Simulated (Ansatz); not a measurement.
Defect calculation: O interstitial in zinc-blende GaAs

These are PBE, PAW (plane waves to 420 eV; Ansatz, an electronic-structure program) values and carry that method's errors. The supercell holds 64 host sites (2×2×2 repeats of a cell of 8 atoms), with a 2×2×2 shifted k-point sampling for the final energies. Site at the start: void with 4Ga nearest. Charged cells carry a point-charge image correction with potential alignment at far atoms. Dielectric constants: PBE linear response of the host. Host gap at this level: 0.16 eV. Finite-size and sampling errors can reach tenths of an eV here. PBE closes or nearly closes this host's gap, so even the neutral cell can hold carriers in host bands. Spin–orbit coupling is left out. Each state is the lowest found from its start.

Formation energies E_f are given with the Fermi level at the valence-band maximum. Chemical conditions: As-rich (Δμ(O) = -2.57 eV, bounded by beta Ga2O3; only phases computed here count, gases as isolated molecules at 0 K); Ga-rich (Δμ(O) = -3.04 eV, bounded by beta Ga2O3; only phases computed here count, gases as isolated molecules at 0 K). Reference phases: O: O2 molecule in a box.

The name describes the start; the neighbours show where the atoms ended.

Charges with a result: +1, 0, −1, −2. Others weren't obtained, and one of them could lie lower, also by skipping a charge.

| charge | moment (μB) | largest move off a lattice site (Å) | neighbours of the last O atom of the defect at the end (Å) | image correction with alignment (eV) | E_f, As-rich (eV) | E_f, Ga-rich (eV) |
|---|---|---|---|---|---|---|
| +1† | fractional | 0.43 | Ga 2.06, Ga 2.07, Ga 2.08, Ga 2.10 | 0.03 | – | – |
| 0† | not spin-polarised | 0.43 | Ga 2.06, Ga 2.06, Ga 2.06, Ga 2.15 | 0.00 | 3.29 | 3.76 |
| −1† | fractional | 0.42 | Ga 2.06, Ga 2.09, Ga 2.10, Ga 2.10 | 0.06 | – | – |
| −2† | not spin-polarised | 0.40 | Ga 2.09, Ga 2.09, Ga 2.09, Ga 2.09 | 0.22 | – | – |

† Not settled in this cell, so no level is given: charge +1: fractional moment, a level filled in part, carriers not clearly localised, level within 0.1 eV of a band edge or past it; charge 0: a level filled in part, carriers not clearly localised, level within 0.1 eV of a band edge or past it; charge −1: fractional moment, a level filled in part, level within 0.1 eV of a band edge or past it; charge −2: carriers not clearly localised, level within 0.1 eV of a band edge or past it.

Flagged in the runs: a doubtful potential alignment.
